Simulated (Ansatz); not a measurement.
Data:

```xyz
2
Lattice="0.0000 3.2745 3.3237 3.2745 0.0000 3.3237 3.2745 3.2745 0.0000" Properties=species:S:1:pos:R:3 pbc="T T T"
K      0.0000     0.0000     0.0000
Br     3.2745     3.2745     3.3237
```

No spin polarisation.

Computed with Kohn–Sham DFT with the PBEsol functional, run in Ansatz (a program for electronic structure) with PAW and 420 eV plane waves, without spin-orbit coupling. Γ-centred 9×9×9 mesh, Fermi–Dirac width 0.05 eV.

**Question.** What electron mass does the calculation give?

**Answer.** 0.37 mₑ (at Γ).

**Question.** What band gap does the calculation give?

**Answer.** 4.30 eV.

**Question.** What is the computed stress (xx, yy, zz, yz, xz, xy; compression positive)?

**Answer.** (-0.06, -0.06, -0.48, 0.00, 0.00, 0.00) GPa.

The cells carry an imposed strain or load. Masses are band curvatures over ±0.01 Å⁻¹ around the edge. Stability against distortions was not tested. The cell was made from KBr in the rock salt structure (space group Fm-3m, No. 225) by this change: uniaxial strain ε_zz = +1.50 %.
